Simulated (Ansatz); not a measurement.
Checking a run of Ansatz (an electronic-structure program) on CrF₅ (Immm, 6 atoms in the cell). The aim is a self-consistent single point with DFT, PBEsol, plane waves, PAW files made with PBE.

Cell that was meant: a = 5.8526 Å, b = 5.8526 Å, c = 5.8526 Å, α = 149.82°, β = 97.92°, γ = 89.87°.

Part of the input:

Ansatz 0.2 input:
```yaml
  spin_polarized: true
scf:
  occupations: { method: cold, width: 0.2 eV }
  convergence: { dr2_threshold: 1.0e+00 eV }
output:
  forces: true
  eigenvalues: true
```

The program printed (abridged):

```
WARN basis.ecutwfc = 420 eV, the default
   [... lines left out ...]
Initial density: superposition of atomic densities (chi_scale 0.1, normalization cell, long waves kept (reshape's long-wave potential 0.70 eV rms)), built for …
Starting moments: Σ|m| = 3 μB on 1 of 6 sites
Initial wavefunctions: pseudopotential atomic-orbital guess
Eigensolver: davidson
Functional: x = pbesol(κ = 0.804, μ = 0.12345679012345678), c = pbesol(β = 0.046)
SCF iter   1: F=—  HF=-7354.956817 eV  |F-HF|=—  |Δ(HF+E_count)|=         —  Δρ=2.03e-1 (↑2.03e-1 ↓1.52e-1)  dr2=1.94e2  dr2_m=1.70e0  M=3.591 μB ∫|m|=3.705 μB  β_m=0.30  ethr=3.10e-3  ⟨swp⟩=5.9  Hψ=17601  notcnv=0
Mixer restart at iter 1: flushing history
all-band conjugate gradients solve this SCF's bands
preconditioner: auto → none
   [... lines left out ...]
SCF iter  16: F=—  HF=-7347.862123 eV  |F-HF|=—  |Δ(HF+E_count)|=    2.10e0  S|Δr|=    0.00e0  Δρ=1.11e-2 (↑1.11e-2 ↓9.91e-4)  dr2=1.84e-1  dr2_m=2.62e-2  M=1.000 μB ∫|m|=2.754 μB  β_m=0.21  ethr=6.23e-7  ⟨swp⟩=4.5  Hψ=14732  notcnv=0  defer=64
SCF iter  17: F=-7347.787992 eV  HF=-7347.860723 eV  |F-HF|=7.27e-2  |Δ(HF+E_count)|=   1.40e-3  S|Δr|=    0.00e0  Δρ=9.45e-3 (↑9.45e-3 ↓5.57e-4)  dr2=8.60e-2  dr2_m=1.96e-2  M=1.000 μB ∫|m|=2.988 μB  ethr=6.23e-7  ⟨swp⟩=7.2  Hψ=22551  notcnv=0
SCF 1 converged in 17 iterations: F = -7347.787992 eV  dr2 = 8.60e-2
WARN: F and its Harris–Foulkes estimate disagree by 7.27e-2 eV at the final density (on a DFT+U run the figure also counts the on-site term, by absolute value) …
   [... lines left out ...]
Absolute magnetization: 2.9898 μB (∫|ρ↑−ρ↓|, with the PAW one-centre terms)
Free energy (F): -7347.787992 eV
Fermi energy:    -0.624269 eV
   [... lines left out ...]
  atom   6  F      0.00000000     0.00000000     0.00000000
--- Stress (GPa, compression-positive) ---
       -8.091642       0.000000       0.000000
        0.000000      -3.902112      -0.000000
        0.000000      -0.000000     -10.053726
  P = ⅓ Tr σ = -7.3492 GPa (-73.492 kbar)
  The stress holds the Pulay correction. Without it, at fixed plane waves, as pw.x and ABINIT print it: P = -7.7706 GPa
```

Question: Can these results be used? Check the input.

Answer: The run is not sound. The fault is a convergence threshold that is too loose. A loop that stops early leaves an energy error of second order in the density error, but errors of first order in forces and stress. To fix it, tighten the threshold. The run converged in 17 iterations without an error; against the sound input the free energy goes up by 12.0 meV/atom, the pressure goes from -7.81 to -7.35 GPa, the largest force goes from 1.747 to 1.637 eV/Å and the size of the net moment stays at 0.17 μB/atom.

The sound input it was made from differs as follows (other fixes are possible):
```diff
-  convergence: { dr2_threshold: 1.0e+00 eV }
```

With that input, the run converged in 27 iterations: free energy E − TS (on the zero of these files) -7347.8603 eV; Fermi level (on the code's own zero) -0.62 eV; pressure -7.81 GPa; largest force (vector length) 1.747 eV/Å; size of the cell's spin moment 1.00 μB (DFT, PBEsol, plane waves, PAW files made with PBE).

On the sound input: the starting cell comes from a database of computed structures (which also holds hypothetical and non-ambient phases and stackings), without a prior relaxation at this level. Its lattice was rescaled by a random factor within 2.5 % of one. The magnetic order is the one reached from the typed start; others were not searched systematically. With a pressure of about -8 GPa the cell is away from its equilibrium volume at this level. Forces in this geometry exceed 1 eV/Å. Ansatz's pressure includes its estimate of the finite-basis (Pulay) stress.
